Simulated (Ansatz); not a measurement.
Fluorite AuAl2, treated with B3LYP (VWN-RPA form) (plane waves, PAW; Ansatz, a program for electronic structure).

Numerical settings: plane-wave cutoff 460 eV, 8×8×8 k mesh, Fermi–Dirac smearing 0.05 eV, scalar-relativistic PAW data made under PBE.

Cell (relaxed at this level):

Al₂Au has the cubic space group Fm-3m (No. 225), Pearson symbol cF12. Cell: a = b = c = 6.0747 Å, α = β = γ = 90.00°. Al on 8c sees 4 Au at 2.630 Å and 6 Al at 3.037 Å. Au on 4a has 8 Al at 2.630 Å (cubic). (Neighbours: up to the widest gap in distance over summed covalent radii, below 1.35, at either atom.)
(The calculation used a cell of 3 atoms; values per cell refer to that cell.)

Estimate the bulk modulus B0 that the calculation returns.


bulk modulus B0: 100 GPa

Spin–orbit coupling is not included; it can shift volumes and moduli of such heavy elements.

Static lattice: no zero-point or thermal effects.

Cost on a shared machine: roughly 50 core-minutes.
